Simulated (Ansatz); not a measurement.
Start from BN in the h-BN type structure (space group P6_3/mmc, No. 194; a = 2.500 Å, c = 6.413 Å; layered, stacked along the Cartesian z axis).

Levels (all Ansatz, a first-principles code, PAW, earlier PAW set): PBEsol-D3(BJ) (420 eV, spin-orbit coupling left out); HSE06 (420 eV, scalar-relativistic without spin-orbit coupling).

Its gap is 4.08 eV with PBEsol-D3(BJ) and 5.49 eV with HSE06.

One thing is altered: cell and atoms relaxed at a pressure of 4.2 GPa.

With PBEsol-D3(BJ) the gap becomes 3.96 eV.

Problem. If the HSE06 correction stayed the same, what would the HSE06 gap be, and what does the HSE06 run give?

Solution. A rigid correction of +1.41 eV gives 5.37 eV. The HSE06 run gives 5.40 eV, so the two effects roughly add.

Single points use the geometry relaxed with PBEsol-D3(BJ). The hybrid gap comes from the SCF mesh plus the semilocal run's edge points and a few special points and is an upper bound. Load acts through the strain it causes; cell and atoms are relaxed under it. Stability against distortions was not tested.
